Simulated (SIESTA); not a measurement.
## Convergence study of shifted k-point meshes for Zr (Im-3m, 1 atom in the cell)

```
CELL_PARAMETERS angstrom
     -1.79980     1.79980     1.79980
      1.79980    -1.79980     1.79980
      1.79980     1.79980    -1.79980
ATOMIC_POSITIONS crystal
  Zr 0.00000 0.00000 0.00000
```

Computed with LDA PW92, numerical atomic orbitals DZP, PseudoDojo LDA standard norm-conserving potentials (rewritten from UPF to PSML) in SIESTA.

Base settings: XC.functional = LDA; XC.authors = PW92; potentials = PseudoDojo LDA standard; PAO.BasisSize = DZP; PAO.EnergyShift = 0.01 Ry; MeshCutoff = 400 Ry; kgrid.MonkhorstPack = 9 9 9; OccupationFunction = FD; ElectronicTemperature = 0.1 eV; MaxSCFIterations = 150.

Only quantities that move along the ladder and can be compared are tabulated.

Core times come from one kind of shared machine, to one figure; runs under 30 s give none.

The starting cell comes from a database of computed structures (which also holds hypothetical and non-ambient phases and stackings), without a prior relaxation at this level. Its lattice was rescaled by up to half a per cent. Values carry the incompleteness of an atom-centred basis. In the base run, with a pressure of about -10 GPa the cell is away from its equilibrium volume at this level.

Steps (kgrid.MonkhorstPack): 2 2 2 shifted by 0.5 0.5 0.5; 4 4 4 shifted by 0.5 0.5 0.5; 6 6 6 shifted by 0.5 0.5 0.5; 8 8 8 shifted by 0.5 0.5 0.5; 10 10 10 shifted by 0.5 0.5 0.5; 12 12 12 shifted by 0.5 0.5 0.5; 15 15 15 shifted by 0.5 0.5 0.5; 18 18 18 shifted by 0.5 0.5 0.5; 23 23 23 shifted by 0.5 0.5 0.5; 25 25 25 shifted by 0.5 0.5 0.5.

What is the coarsest kgrid.MonkhorstPack that holds the free energy within 0.5 meV/atom of the last step, with all finer ones?

12 12 12 shifted by 0.5 0.5 0.5; the step before is off by 2.1 meV/atom.

What is the coarsest kgrid.MonkhorstPack that holds the pressure within 1 GPa of the last step, with all finer ones?

4 4 4 shifted by 0.5 0.5 0.5; the step before is off by 21 GPa.

```csv
kgrid.MonkhorstPack,free energy less the last step's (meV/atom),pressure (GPa),core time / last (rough)
2 2 2 shifted by 0.5 0.5 0.5,1349.96,10.85,–
4 4 4 shifted by 0.5 0.5 0.5,50.64,-10.92,–
6 6 6 shifted by 0.5 0.5 0.5,1.27,-9.65,–
8 8 8 shifted by 0.5 0.5 0.5,-5.13,-10.51,–
10 10 10 shifted by 0.5 0.5 0.5,2.07,-9.79,–
12 12 12 shifted by 0.5 0.5 0.5,0.23,-10.06,–
15 15 15 shifted by 0.5 0.5 0.5,-0.24,-10.04,0.3
18 18 18 shifted by 0.5 0.5 0.5,-0.19,-9.98,0.3
23 23 23 shifted by 0.5 0.5 0.5,0.02,-10.00,0.9
25 25 25 shifted by 0.5 0.5 0.5,0.00,-9.99,1
```
